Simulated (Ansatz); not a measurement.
Amorphous Si₃₀N₄₀Li, 71 atoms at 2.95 g/cm³, one PBE-relaxed geometry, zone centre. Methods: PBE, scalar-relativistic without spin-orbit coupling (Ansatz, a first-principles code); r2SCAN, scalar-relativistic without spin-orbit coupling (Ansatz); HSE06, scalar-relativistic without spin-orbit coupling (Ansatz). Plane waves to 420 eV (r2SCAN 500 eV); exact exchange is cut at the cell's faces. The usual formal charges leave 1 electrons over, so the level spacing at the Fermi energy parts defect or band states and needn't be the band gap. In the spin-polarised cell the level spacing at the Fermi energy can part levels of unlike spin. At PBE the levels at the filled edge of the gap are localised (band-tail or defect states), and the nearest spread-out levels lie 2.5 eV apart at the zone centre.

The cell was made by melting and quenching with the CHGNet potential and then relaxed with DFT. N atoms were pushed apart under 1.9 Å during the dynamics, to hinder bonds among them. The hot cell started wider than the set density and was brought back towards it in steps. It is the lowest in DFT energy of 2 quenches. It is a model cell: composition and starting density were chosen by hand, and all elements were melted together. No dispersion term was used. Its density started from a set value of 2.95 and ended at 2.95 g/cm³. The quench (nominally 450 K/ps over its main leg) was far faster than any real one, so the model tends to hold more defects than a real film. One small periodic cell is one sample of the glass; other quenches scatter about these values. The volume was held where the preparation left it, at a PBE pressure of -0.8 GPa (tension). Stress components on the final sampling reach 7.6 GPa. On a 2×2×2 Γ-centred mesh force components of up to 0.14 eV/Å stay, since the relaxation ran on the zone centre alone.

The relaxation ran on the zone centre alone. At PBE the level spacing at the Fermi energy is 1.00 eV on a 2×2×2 Γ-centred mesh, and the spacing at the zone centre alone 1.08 eV.

Question: What zone-centre spacing does r2SCAN give, roughly?

Answer: 1.60 eV (+0.52 eV against PBE).

Question: What zone-centre spacing does HSE06 give, roughly?

Answer: 2.22 eV (+1.14 eV against PBE).

The highest filled and the lowest empty state spread over these numbers of atoms (participation numbers): PBE: 4.5 and 22.3; r2SCAN: 4.3 and 39.5; HSE06: 4.0 and 31.1.
